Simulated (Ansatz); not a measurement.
SnO2, response to strain

Take SnO$_{2}$ in the rutile structure (space group P4_2/mnm, No. 136; a = 4.7224 Å, c = 3.1903 Å) as the base.

Strains are applied to the cell and any free atomic positions relax.

Calculations: Kohn–Sham DFT with the LDA functional, run in Ansatz (a first-principles code) with PAW and 420 eV plane waves, no spin-orbit coupling.

Notes on the quantities. pressure: mean of the normal stresses, compression positive.

```
isotropic strain (%)  pressure (GPa)
--------------------  --------------
-3                              24.2
-2.4                            18.5
-1.8                            13.2
-1.2                             8.4
-0.6                               ?
0                                0.0
```

Problem. Fit P = P₀ − Bδ + Cδ² with δ = (1 + ε)³ − 1 to the rows shown and predict the withheld row.

Solution. Least squares on the printed values gives P₀ = 0.0 GPa, B = 206 GPa (at held cell shape), C = 807 GPa (largest residual 0.0 GPa); this predicts 4.0 GPa, and the run gives 4.0 GPa, in agreement.

Stability against distortions was not tested.
